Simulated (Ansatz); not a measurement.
Input:

End structure of the (113) surface of germanium (in the relaxation 1 B–Ge bonds formed), 1 pair of surface atoms bonded, B on one of 4 surface atoms (three bonds, no cap there), H on every dangling bond elsewhere (bottom of the slab: built like the top, H on every dangling bond, free):

```yaml
crystal:
  lattice:
    - [8.14587, 0.00000, 0.00000]
    - [2.03647, 6.75420, 0.00000]
    - [0.00000, 0.00000, 30.00000]
  atoms:
    - { symbol: Ge, position: [0.08948, 0.01294, 0.32506] }
    - { symbol: Ge, position: [0.40243, 0.00654, 0.32428] }
    - { symbol: Ge, position: [0.40183, 0.35507, 0.33481] }
    - { symbol: Ge, position: [0.91903, 0.36283, 0.33574] }
    - { symbol: Ge, position: [0.13517, 0.47114, 0.37873] }
    - { symbol: Ge, position: [0.63723, 0.44203, 0.37553] }
    - { symbol: Ge, position: [0.54063, 0.80965, 0.39027] }
    - { symbol: Ge, position: [0.04941, 0.82929, 0.39289] }
    - { symbol: Ge, position: [0.27610, 0.91138, 0.43703] }
    - { symbol: Ge, position: [0.76916, 0.91044, 0.43337] }
    - { symbol: Ge, position: [0.68144, 0.27287, 0.44910] }
    - { symbol: Ge, position: [0.18130, 0.27731, 0.44942] }
    - { symbol: Ge, position: [0.40909, 0.36364, 0.49276] }
    - { symbol: Ge, position: [0.90909, 0.36364, 0.49276] }
    - { symbol: Ge, position: [0.81818, 0.72727, 0.50724] }
    - { symbol: Ge, position: [0.31818, 0.72727, 0.50724] }
    - { symbol: Ge, position: [0.54813, 0.81941, 0.55165] }
    - { symbol: Ge, position: [0.04435, 0.81474, 0.55040] }
    - { symbol: Ge, position: [0.95053, 0.17966, 0.56244] }
    - { symbol: Ge, position: [0.45604, 0.18486, 0.56733] }
    - { symbol: Ge, position: [0.68863, 0.28142, 0.60937] }
    - { symbol: Ge, position: [0.17298, 0.26159, 0.60757] }
    - { symbol: Ge, position: [0.07911, 0.62032, 0.62294] }
    - { symbol: Ge, position: [0.61860, 0.65158, 0.62693] }
    - { symbol: B, position: [0.83004, 0.75584, 0.64514] }
    - { symbol: Ge, position: [0.31544, 0.72798, 0.66287] }
    - { symbol: Ge, position: [0.12789, 0.06930, 0.67392] }
    - { symbol: Ge, position: [0.82463, 0.03468, 0.66899] }
    - { symbol: H, position: [0.04500, 0.92094, 0.28121] }
    - { symbol: H, position: [0.48518, 0.91880, 0.27927] }
    - { symbol: H, position: [0.37516, 0.46367, 0.28896] }
    - { symbol: H, position: [0.89114, 0.47279, 0.29006] }
    - { symbol: H, position: [0.34170, 0.61457, 0.70826] }
    - { symbol: H, position: [0.15560, 0.16805, 0.71857] }
    - { symbol: H, position: [0.73197, 0.09330, 0.71436] }
```

Model: 35-atom slab, 13.8 Å thick at the start with caps and adatoms (thin: gaps and levels are the slab's own), 4x4x1 mesh, Fermi-Dirac 0.025 eV, dipole correction, 4 atoms held, the rest relaxed; no symmetry held; no spin, no spin-orbit, no U. It is one candidate, not shown to be the stable structure of the face.

Problem. What is the computed gap of the slab on its k-mesh (PBE (Ansatz, a quantum-chemistry and plane-wave program))?

Solution. 0.38 eV

Problem. What highest filled level below the top vacuum level does PBE give?

Solution. 4.75 eV
